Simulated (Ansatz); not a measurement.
Density of states of AlN (P6_3mc) above the conduction band minimum, HSE06, rigid bands (Ansatz, a program for electronic structure); cell volume 41.8 Å³.

(energy from edge (eV), 10⁻³ states/eV/cell): (0.006, 3.45); (0.031, 8.37); (0.056, 11.7); (0.081, 13.9); (0.106, 16.2); (0.131, 18.3); (0.156, 20.5); (0.181, 22.1); (0.206, 24.1); (0.231, 25.9); (0.256, 27.7); (0.281, 29.6); (0.319, 32.3); (0.344, 33.8); (0.369, 35.5); (0.394, 37.4); (0.419, 38.9); (0.444, 40.3); (0.469, 42.6); (0.494, 44.6); (0.519, 46.2); (0.544, 47.9); (0.569, 49.9); (0.594, 52.1)

What effective density of states at 300 K does this give (∫ g(E) exp(−E/k_BT) dE, both spins, divided by the cell's size)?

4.2e18 cm⁻³, a density-of-states mass of 0.30 mₑ, valleys and band degeneracy included.

Spin-orbit coupling is left out. Geometry: cell and atoms relaxed with PBEsol.
